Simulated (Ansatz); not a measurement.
SiC under load (space group P6_3mc), Ansatz (an electronic-structure program) with r2SCAN with spin-orbit coupling, rigid bands. Condition of this run: biaxial stress in the c plane of -10 GPa (compression positive) (the target of the relaxation). Band gap 2.77 eV, N_c = 1.09e19 cm⁻³ and N_v = 2.60e19 cm⁻³ at 300 K, conductivity masses along x (a = (3.13, 0.00, 0.00) Å; b = (-1.57, 2.71, 0.00) Å; c = (0.00, 0.00, 5.03) Å) of 0.443 mₑ (electrons) and 1.51 mₑ (holes). Take k_BT = 0.02585 eV.

Task: A film of it is 3 nm thick, with its normal along the direction named. Estimate the confinement energies in an infinite well.

Result: ħ²π²/(2m t²) = 0.376 eV·nm²/(m/mₑ × t²) gives 94.3 meV for electrons and 27.7 meV for holes, so the gap would widen to about 2.89 eV. Finite barriers and nonparabolic bands lower this, and with several valleys or bands the heaviest mass along the normal sets the lowest level, not this average.

Task: What thermal injection velocity √(2k_BT/πm) limits a ballistic channel along the direction named?

Result: 8.08e6 cm/s for electrons and 4.38e6 cm/s for holes, a ratio of √(m_h/m_e) = 1.85, for dilute carriers.

Task: What built-in voltage has an abrupt junction with N_A = 1e17 and N_D = 1e18 cm⁻³, all dopants ionised?

Result: V_bi = E_g/e − (k_BT/e) ln(N_c N_v/(N_A N_D)) = 2.77 − 0.02585 × 7.95 = 2.56 V, for the computed gap.

Rigid bands with the computed gap; masses take one relaxation time for all states. Geometry: cell and atoms relaxed with PBEsol.
